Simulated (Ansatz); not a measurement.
**CaO in the rock salt structure (space group Fm-3m, No. 225)**

```
CaO
1.0
    0.00000     2.38356     2.38356
    2.38356     0.00000     2.38356
    2.38356     2.38356     0.00000
Ca O
1 1
Direct
  0.00000   0.00000   0.00000
  0.50000   0.50000   0.50000
```

All numbers come from PBEsol (Ansatz, a program for electronic structure, PAW, without spin-orbit coupling). Γ-centred 12×12×12 mesh, Fermi–Dirac width 0.05 eV.

* **Volume per atom**: 13.54 Å³
* **Density**: 3.44 g/cm³
* **Band gap**: 3.54 eV, indirect, Γ → X
* **Electron mass**: 1.4 mₑ along k, 0.42 mₑ across
* **Hole mass (degenerate bands, along [100])**: 0.34, 2.8, 2.8 mₑ
* **Lowest conduction-band minima above the VBM**: X along ⟨100⟩ 3.54 eV; Γ 4.78 eV
* **Total energy**: -1179.052 eV/atom (σ→0; compares only within this code and set-up)

Effective masses come from finite differences of ±0.01 Å⁻¹. Along k means along the line from Γ to the band edge. No phonon test of stability was made.
